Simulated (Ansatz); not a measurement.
Electronic density of states of amorphous Si$_{14}$Al$_{12}$O$_{46}$, density 2.39 g/cm³, on a 2×2×2 Γ-centred mesh with a Gaussian width of 0.1 eV; energies count from the Fermi level, whose place inside the gap is arbitrary. Cell and mesh are small, so fine structure isn't converged. These are PBE, scalar-relativistic without spin-orbit coupling (plane waves to 420 eV, PAW; Ansatz, a quantum-chemistry and plane-wave program) values and carry that method's errors. Sampling: a 2×2×2 Γ-centred mesh; Fermi-Dirac width 0.02 eV; no spin polarisation. At PBE the levels at the filled edge of the gap are localised (band-tail or defect states), and the nearest spread-out levels lie 4.5 eV apart at the zone centre.

A CHGNet melt-quench gave the starting glass, which DFT then relaxed. O atoms were pushed apart under 1.9 Å during the dynamics, to hinder bonds among them. The hot cell started wider than the set density and was brought back towards it in steps. It is the lowest in DFT energy of 2 quenches. It is a model cell: composition and starting density were chosen by hand, and all elements were melted together. No dispersion term was used. Its density started from a set value of 2.56 and ended at 2.39 g/cm³. The simulated quench (nominally 470 K/ps over its main leg) is rapid and tends to freeze in more defects than a deposited or slowly cooled glass has. One small periodic cell is one sample of the glass; other quenches scatter about these values. Volume and shape were free in the relaxation.

```json
[
 {"E - EF (eV)": "-12.00", "states/(eV atom)": "0.00"},
 {"E - EF (eV)": "-11.90", "states/(eV atom)": "0.00"},
 {"E - EF (eV)": "-11.80", "states/(eV atom)": "0.00"},
 {"E - EF (eV)": "-11.70", "states/(eV atom)": "0.00"},
 {"E - EF (eV)": "-11.60", "states/(eV atom)": "0.00"},
 {"E - EF (eV)": "-11.50", "states/(eV atom)": "0.00"},
 {"E - EF (eV)": "-11.40", "states/(eV atom)": "0.00"},
 {"E - EF (eV)": "-11.30", "states/(eV atom)": "0.00"},
 {"E - EF (eV)": "-11.20", "states/(eV atom)": "0.01"},
 {"E - EF (eV)": "-11.10", "states/(eV atom)": "0.07"},
 {"E - EF (eV)": "-11.00", "states/(eV atom)": "0.17"},
 {"E - EF (eV)": "-10.90", "states/(eV atom)": "0.20"},
 {"E - EF (eV)": "-10.80", "states/(eV atom)": "0.10"},
 {"E - EF (eV)": "-10.70", "states/(eV atom)": "0.01"},
 {"E - EF (eV)": "-10.60", "states/(eV atom)": "0.03"},
 {"E - EF (eV)": "-10.50", "states/(eV atom)": "0.12"},
 {"E - EF (eV)": "-10.40", "states/(eV atom)": "0.15"},
 {"E - EF (eV)": "-10.30", "states/(eV atom)": "0.13"},
 {"E - EF (eV)": "-10.20", "states/(eV atom)": "0.20"},
 {"E - EF (eV)": "-10.10", "states/(eV atom)": "0.20"},
 {"E - EF (eV)": "-10.00", "states/(eV atom)": "0.18"},
 {"E - EF (eV)": "-9.90", "states/(eV atom)": "0.12"},
 {"E - EF (eV)": "-9.80", "states/(eV atom)": "0.10"},
 {"E - EF (eV)": "-9.70", "states/(eV atom)": "0.16"},
 {"E - EF (eV)": "-9.60", "states/(eV atom)": "0.22"},
 {"E - EF (eV)": "-9.50", "states/(eV atom)": "0.18"},
 {"E - EF (eV)": "-9.40", "states/(eV atom)": "0.12"},
 {"E - EF (eV)": "-9.30", "states/(eV atom)": "0.10"},
 {"E - EF (eV)": "-9.20", "states/(eV atom)": "0.13"},
 {"E - EF (eV)": "-9.10", "states/(eV atom)": "0.19"},
 {"E - EF (eV)": "-9.00", "states/(eV atom)": "0.21"},
 {"E - EF (eV)": "-8.90", "states/(eV atom)": "0.24"},
 {"E - EF (eV)": "-8.80", "states/(eV atom)": "0.21"},
 {"E - EF (eV)": "-8.70", "states/(eV atom)": "0.18"},
 {"E - EF (eV)": "-8.60", "states/(eV atom)": "0.21"},
 {"E - EF (eV)": "-8.50", "states/(eV atom)": "0.26"},
 {"E - EF (eV)": "-8.40", "states/(eV atom)": "0.31"},
 {"E - EF (eV)": "-8.30", "states/(eV atom)": "0.29"},
 {"E - EF (eV)": "-8.20", "states/(eV atom)": "0.31"},
 {"E - EF (eV)": "-8.10", "states/(eV atom)": "0.37"},
 {"E - EF (eV)": "-8.00", "states/(eV atom)": "0.40"},
 {"E - EF (eV)": "-7.90", "states/(eV atom)": "0.35"},
 {"E - EF (eV)": "-7.80", "states/(eV atom)": "0.32"},
 {"E - EF (eV)": "-7.70", "states/(eV atom)": "0.36"},
 {"E - EF (eV)": "-7.60", "states/(eV atom)": "0.39"},
 {"E - EF (eV)": "-7.50", "states/(eV atom)": "0.43"},
 {"E - EF (eV)": "-7.40", "states/(eV atom)": "0.46"},
 {"E - EF (eV)": "-7.30", "states/(eV atom)": "0.47"},
 {"E - EF (eV)": "-7.20", "states/(eV atom)": "0.47"},
 {"E - EF (eV)": "-7.10", "states/(eV atom)": "0.47"},
 {"E - EF (eV)": "-7.00", "states/(eV atom)": "0.44"},
 {"E - EF (eV)": "-6.90", "states/(eV atom)": "0.47"},
 {"E - EF (eV)": "-6.80", "states/(eV atom)": "0.47"},
 {"E - EF (eV)": "-6.70", "states/(eV atom)": "0.41"},
 {"E - EF (eV)": "-6.60", "states/(eV atom)": "0.45"},
 {"E - EF (eV)": "-6.50", "states/(eV atom)": "0.48"},
 {"E - EF (eV)": "-6.40", "states/(eV atom)": "0.41"},
 {"E - EF (eV)": "-6.30", "states/(eV atom)": "0.42"},
 {"E - EF (eV)": "-6.20", "states/(eV atom)": "0.43"},
 {"E - EF (eV)": "-6.10", "states/(eV atom)": "0.34"},
 {"E - EF (eV)": "-6.00", "states/(eV atom)": "0.30"},
 {"E - EF (eV)": "-5.90", "states/(eV atom)": "0.40"},
 {"E - EF (eV)": "-5.80", "states/(eV atom)": "0.53"},
 {"E - EF (eV)": "-5.70", "states/(eV atom)": "0.58"},
 {"E - EF (eV)": "-5.60", "states/(eV atom)": "0.53"},
 {"E - EF (eV)": "-5.50", "states/(eV atom)": "0.51"},
 {"E - EF (eV)": "-5.40", "states/(eV atom)": "0.57"},
 {"E - EF (eV)": "-5.30", "states/(eV atom)": "0.58"},
 {"E - EF (eV)": "-5.20", "states/(eV atom)": "0.53"},
 {"E - EF (eV)": "-5.10", "states/(eV atom)": "0.56"},
 {"E - EF (eV)": "-5.00", "states/(eV atom)": "0.58"},
 {"E - EF (eV)": "-4.90", "states/(eV atom)": "0.63"},
 {"E - EF (eV)": "-4.80", "states/(eV atom)": "0.64"},
 {"E - EF (eV)": "-4.70", "states/(eV atom)": "0.62"},
 {"E - EF (eV)": "-4.60", "states/(eV atom)": "0.60"},
 {"E - EF (eV)": "-4.50", "states/(eV atom)": "0.63"},
 {"E - EF (eV)": "-4.40", "states/(eV atom)": "0.61"},
 {"E - EF (eV)": "-4.30", "states/(eV atom)": "0.64"},
 {"E - EF (eV)": "-4.20", "states/(eV atom)": "0.73"},
 {"E - EF (eV)": "-4.10", "states/(eV atom)": "0.76"},
 {"E - EF (eV)": "-4.00", "states/(eV atom)": "0.81"},
 {"E - EF (eV)": "-3.90", "states/(eV atom)": "0.82"},
 {"E - EF (eV)": "-3.80", "states/(eV atom)": "0.78"},
 {"E - EF (eV)": "-3.70", "states/(eV atom)": "0.83"},
 {"E - EF (eV)": "-3.60", "states/(eV atom)": "0.86"},
 {"E - EF (eV)": "-3.50", "states/(eV atom)": "0.83"},
 {"E - EF (eV)": "-3.40", "states/(eV atom)": "0.81"},
 {"E - EF (eV)": "-3.30", "states/(eV atom)": "0.83"},
 {"E - EF (eV)": "-3.20", "states/(eV atom)": "0.80"},
 {"E - EF (eV)": "-3.10", "states/(eV atom)": "0.71"},
 {"E - EF (eV)": "-3.00", "states/(eV atom)": "0.63"},
 {"E - EF (eV)": "-2.90", "states/(eV atom)": "0.66"},
 {"E - EF (eV)": "-2.80", "states/(eV atom)": "0.77"},
 {"E - EF (eV)": "-2.70", "states/(eV atom)": "0.74"},
 {"E - EF (eV)": "-2.60", "states/(eV atom)": "0.46"},
 {"E - EF (eV)": "-2.50", "states/(eV atom)": "0.22"},
 {"E - EF (eV)": "-2.40", "states/(eV atom)": "0.23"},
 {"E - EF (eV)": "-2.30", "states/(eV atom)": "0.22"},
 {"E - EF (eV)": "-2.20", "states/(eV atom)": "0.20"},
 {"E - EF (eV)": "-2.10", "states/(eV atom)": "0.19"},
 {"E - EF (eV)": "-2.00", "states/(eV atom)": "0.26"},
 {"E - EF (eV)": "-1.90", "states/(eV atom)": "0.20"},
 {"E - EF (eV)": "-1.80", "states/(eV atom)": "0.04"},
 {"E - EF (eV)": "-1.70", "states/(eV atom)": "0.00"},
 {"E - EF (eV)": "-1.60", "states/(eV atom)": "0.00"},
 {"E - EF (eV)": "-1.50", "states/(eV atom)": "0.00"},
 {"E - EF (eV)": "-1.40", "states/(eV atom)": "0.00"},
 {"E - EF (eV)": "-1.30", "states/(eV atom)": "0.00"},
 {"E - EF (eV)": "-1.20", "states/(eV atom)": "0.00"},
 {"E - EF (eV)": "-1.10", "states/(eV atom)": "0.00"},
 {"E - EF (eV)": "-1.00", "states/(eV atom)": "0.00"},
 {"E - EF (eV)": "-0.90", "states/(eV atom)": "0.00"},
 {"E - EF (eV)": "-0.80", "states/(eV atom)": "0.00"},
 {"E - EF (eV)": "-0.70", "states/(eV atom)": "0.00"},
 {"E - EF (eV)": "-0.60", "states/(eV atom)": "0.00"},
 {"E - EF (eV)": "-0.50", "states/(eV atom)": "0.00"},
 {"E - EF (eV)": "-0.40", "states/(eV atom)": "0.00"},
 {"E - EF (eV)": "-0.30", "states/(eV atom)": "0.00"},
 {"E - EF (eV)": "-0.20", "states/(eV atom)": "0.00"},
 {"E - EF (eV)": "-0.10", "states/(eV atom)": "0.00"},
 {"E - EF (eV)": "0.00", "states/(eV atom)": "0.00"},
 {"E - EF (eV)": "0.10", "states/(eV atom)": "0.00"},
 {"E - EF (eV)": "0.20", "states/(eV atom)": "0.00"},
 {"E - EF (eV)": "0.30", "states/(eV atom)": "0.00"},
 {"E - EF (eV)": "0.40", "states/(eV atom)": "0.00"},
 {"E - EF (eV)": "0.50", "states/(eV atom)": "0.00"},
 {"E - EF (eV)": "0.60", "states/(eV atom)": "0.00"},
 {"E - EF (eV)": "0.70", "states/(eV atom)": "0.00"},
 {"E - EF (eV)": "0.80", "states/(eV atom)": "0.00"},
 {"E - EF (eV)": "0.90", "states/(eV atom)": "0.00"},
 {"E - EF (eV)": "1.00", "states/(eV atom)": "0.00"},
 {"E - EF (eV)": "1.10", "states/(eV atom)": "0.00"},
 {"E - EF (eV)": "1.20", "states/(eV atom)": "0.00"},
 {"E - EF (eV)": "1.30", "states/(eV atom)": "0.00"},
 {"E - EF (eV)": "1.40", "states/(eV atom)": "0.00"},
 {"E - EF (eV)": "1.50", "states/(eV atom)": "0.00"},
 {"E - EF (eV)": "1.60", "states/(eV atom)": "0.00"},
 {"E - EF (eV)": "1.70", "states/(eV atom)": "0.00"},
 {"E - EF (eV)": "1.80", "states/(eV atom)": "0.01"},
 {"E - EF (eV)": "1.90", "states/(eV atom)": "0.02"},
 {"E - EF (eV)": "2.00", "states/(eV atom)": "0.01"},
 {"E - EF (eV)": "2.10", "states/(eV atom)": "0.00"},
 {"E - EF (eV)": "2.20", "states/(eV atom)": "0.02"},
 {"E - EF (eV)": "2.30", "states/(eV atom)": "0.02"},
 {"E - EF (eV)": "2.40", "states/(eV atom)": "0.04"},
 {"E - EF (eV)": "2.50", "states/(eV atom)": "0.03"},
 {"E - EF (eV)": "2.60", "states/(eV atom)": "0.05"},
 {"E - EF (eV)": "2.70", "states/(eV atom)": "0.07"},
 {"E - EF (eV)": "2.80", "states/(eV atom)": "0.07"},
 {"E - EF (eV)": "2.90", "states/(eV atom)": "0.08"},
 {"E - EF (eV)": "3.00", "states/(eV atom)": "0.07"},
 {"E - EF (eV)": "3.10", "states/(eV atom)": "0.07"},
 {"E - EF (eV)": "3.20", "states/(eV atom)": "0.06"},
 {"E - EF (eV)": "3.30", "states/(eV atom)": "0.06"},
 {"E - EF (eV)": "3.40", "states/(eV atom)": "0.05"},
 {"E - EF (eV)": "3.50", "states/(eV atom)": "0.05"},
 {"E - EF (eV)": "3.60", "states/(eV atom)": "0.10"},
 {"E - EF (eV)": "3.70", "states/(eV atom)": "0.11"},
 {"E - EF (eV)": "3.80", "states/(eV atom)": "0.13"},
 {"E - EF (eV)": "3.90", "states/(eV atom)": "0.14"},
 {"E - EF (eV)": "4.00", "states/(eV atom)": "0.11"},
 {"E - EF (eV)": "4.10", "states/(eV atom)": "0.11"},
 {"E - EF (eV)": "4.20", "states/(eV atom)": "0.10"},
 {"E - EF (eV)": "4.30", "states/(eV atom)": "0.12"},
 {"E - EF (eV)": "4.40", "states/(eV atom)": "0.18"},
 {"E - EF (eV)": "4.50", "states/(eV atom)": "0.21"},
 {"E - EF (eV)": "4.60", "states/(eV atom)": "0.20"},
 {"E - EF (eV)": "4.70", "states/(eV atom)": "0.22"},
 {"E - EF (eV)": "4.80", "states/(eV atom)": "0.23"},
 {"E - EF (eV)": "4.90", "states/(eV atom)": "0.19"},
 {"E - EF (eV)": "5.00", "states/(eV atom)": "0.19"},
 {"E - EF (eV)": "5.10", "states/(eV atom)": "0.20"},
 {"E - EF (eV)": "5.20", "states/(eV atom)": "0.24"},
 {"E - EF (eV)": "5.30", "states/(eV atom)": "0.27"},
 {"E - EF (eV)": "5.40", "states/(eV atom)": "0.26"},
 {"E - EF (eV)": "5.50", "states/(eV atom)": "0.30"},
 {"E - EF (eV)": "5.60", "states/(eV atom)": "0.33"},
 {"E - EF (eV)": "5.70", "states/(eV atom)": "0.32"},
 {"E - EF (eV)": "5.80", "states/(eV atom)": "0.38"},
 {"E - EF (eV)": "5.90", "states/(eV atom)": "0.39"},
 {"E - EF (eV)": "6.00", "states/(eV atom)": "0.40"},
 {"E - EF (eV)": "6.10", "states/(eV atom)": "0.42"},
 {"E - EF (eV)": "6.20", "states/(eV atom)": "0.48"}
]
```

The level gap on this mesh is 3.81 eV; the broadening fills part of it in the curve.
